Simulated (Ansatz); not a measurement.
Consider TiAl (space group P4/mmm, No. 123; a = 2.824 Å, c = 4.075 Å; relaxed with 0.1 eV smearing).

Method: PBE, PAW, 420 eV (Ansatz, a program for electronic structure; no SOC).

Strains are applied to the cell and any free atomic positions relax.

One change was made to it. Results:

The energy increases by 11 meV/atom; the pressure (mean of the normal stresses, compression positive) goes from zero to -4.6 GPa.

Problem. Which of these changes matches the shifts?
(A) isotropic strain +1.00 %
(B) isotropic strain +3.00 %
(C) isotropic strain −2.50 %
(D) isotropic strain +1.50 %
(E) isotropic strain +2.50 %

Solution. D, isotropic strain +1.50 %. For comparison, the energy relative to the base in the other runs: isotropic strain −2.50 % gives +35 meV/atom; isotropic strain +3.00 % gives +43 meV/atom; isotropic strain +1.00 % gives +5.0 meV/atom; isotropic strain +2.50 % gives +30 meV/atom.

No phonon test of stability was made. The final runs are not spin-polarised.
